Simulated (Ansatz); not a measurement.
ZrB2 under a change: B vacancy

The parent structure is a 12-atom supercell of ZrB₂ (space group P6/mmm, No. 191; a = 3.171 Å, c = 3.541 Å) at its relaxed geometry.

Perturbation: one B atom is removed, atoms relaxed at fixed cell, starting from a slightly rattled geometry.

Calculations: PBE, PAW, 420 eV (Ansatz, an electronic-structure program; no spin-orbit coupling). Settings: 11×11×11 k-points, 0.05 eV Fermi–Dirac smearing.

```json
[
 {"quantity": "mean distance from the defect site to its nearest host atoms", "base": "1.83 Å", "changed": "1.91 Å", "shift": "+0.074 Å"}
]
```

Final structure:

```
CELL_PARAMETERS angstrom
      6.34286     0.00000     0.00000
     -3.17143     5.49308     0.00000
      3.17143     5.49308     3.54132
ATOMIC_POSITIONS crystal
  Zr 0.99609 0.99455 0.00100
  Zr 0.99620 0.49948 0.00093
  Zr 0.49774 0.99781 0.00100
  Zr 0.50097 0.49943 0.00098
  B  0.66589 0.33188 0.50101
  B  0.16366 0.82964 0.50100
  B  0.16364 0.33189 0.50100
  B  0.83781 0.65776 0.50101
  B  0.83792 0.17810 0.50093
  B  0.31755 0.65770 0.50105
  B  0.33104 0.16446 0.50101
```

The cell is small, so the values are those of an ordered compound at a high defect concentration; dilute-limit values will differ. The final runs are not spin-polarised. The defect cell is not spin-polarised.
